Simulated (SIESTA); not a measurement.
A self-consistent single point of Cs (Im-3m, 1 atom in the cell) with SIESTA.

Computed with GGA PBE, numerical atomic orbitals DZP, PseudoDojo PBE standard norm-conserving potentials (rewritten from UPF to PSML) (SIESTA).

The change in words: lattice scaled by 0.98. Reference geometry:
```xyz
1
Lattice="-3.0555 3.0555 3.0555 3.0555 -3.0555 3.0555 3.0555 3.0555 -3.0555" Properties=species:S:1:pos:R:3 pbc="T T T"
Cs     0.0000     0.0000     0.0000
```

Reference input (self-consistent single point, DFT, GGA PBE, numerical atomic orbitals DZP, PseudoDojo PBE standard norm-conserving potentials (rewritten from UPF to PSML)): XC.functional = GGA; XC.authors = PBE; potentials = PseudoDojo PBE standard; PAO.BasisSize = DZP; PAO.EnergyShift = 0.01 Ry; MeshCutoff = 400 Ry; kgrid.MonkhorstPack = 5 5 5; OccupationFunction = FD; ElectronicTemperature = 1578.21 K; MaxSCFIterations = 150; SCF.Mixer.Method = Pulay; SCF.Mixer.Weight = 0.25. This run's input differs from it in these lines:

```diff
@@ -11,5 +11,5 @@
 %block LatticeVectors
-    -3.055490000    3.055490000    3.055490000
-     3.055490000   -3.055490000    3.055490000
-     3.055490000    3.055490000   -3.055490000
+    -2.994380000    2.994380000    2.994380000
+     2.994380000   -2.994380000    2.994380000
+     2.994380000    2.994380000   -2.994380000
 %endblock LatticeVectors
```

Output, abridged:

```
        iscf     Eharris(eV)        E_KS(eV)     FreeEng(eV)     dDmax    Ef(eV) dHmax(eV)
   scf:    1     -635.645195     -635.315458     -635.366507  0.332798 -1.988999  1.817099
   scf:    2     -635.383903     -635.350501     -635.401591  0.030658 -2.031531  1.220793
   scf:    3     -635.399194     -635.377739     -635.428894  0.058637 -2.116876  0.024134
   scf:    4     -635.377517     -635.377644     -635.428815  0.004792 -2.129582  0.073053
   scf:    5     -635.377815     -635.377739     -635.428907  0.003382 -2.124709  0.001249
   scf:    6     -635.377739     -635.377739     -635.428907  0.000079 -2.124586  0.000506
mix: Pulay -- inversion failed, > SVD [rank/size] 3 / 5
   scf:    7     -635.377739     -635.377739     -635.428907  0.000008 -2.124598  0.000333
SCF Convergence by DM+H criterion
max |DM_out - DM_in|         :     0.0000079215
max |H_out - H_in|      (eV) :     0.0003330474
SCF cycle converged after 7 iterations

Using DM_out to compute the final energy and forces

siesta: E_KS(eV) =             -635.3777

siesta: E_KS - E_eggbox =      -635.3777

siesta: Atomic forces (eV/Ang):
     1   -0.000000   -0.000000   -0.000000
   Tot   -0.000000   -0.000000   -0.000000
   Max    0.000000
   Res    0.000000    sqrt( Sum f_i^2 / 3N )
   Max    0.000000    constrained

Stress tensor Voigt[x,y,z,yz,xz,xy] (kbar):       -4.12       -4.12       -4.12        0.00        0.00        0.00
(Free)E + p*V (eV/cell)     -635.1529
Target enthalpy (eV/cell)     -635.4289

siesta: Program's energy decomposition (eV):
siesta: FreeEng =      -635.428907

siesta: Stress tensor (static) (eV/Ang**3):
   [... lines left out ...]
siesta: Cell volume =        107.394176 Ang**3
siesta:           4.11813025          4.11813025  kBar
   [... lines left out ...]

mulliken: Atomic and Orbital Populations:

Species: Cs
Atom  Qatom  Qorb
               5s      6s      6s      5py     5pz     5px     6py     6pz
               6px
   1  9.000   2.006   0.862  -0.086   2.022   2.022   2.022   0.051   0.051
              0.051

mulliken: Qtot =        9.000

Mulliken Atomic Populations:
Atom #   charge [q] valence [e]  Species
     1     0.000000    9.000000  Cs
 Total     0.000000
```

The run converged in 7 iterations. Against the reference run the free energy goes up by 12.1 meV/atom and the pressure goes from 0.18 to 0.41 GPa.

The starting cell has typed, rounded lattice constants, without a prior relaxation at this level. Its lattice was rescaled by a random factor within 2.5 % of one. For this run, on top of that: lattice scaled by 0.98. Values carry the incompleteness of an atom-centred basis.
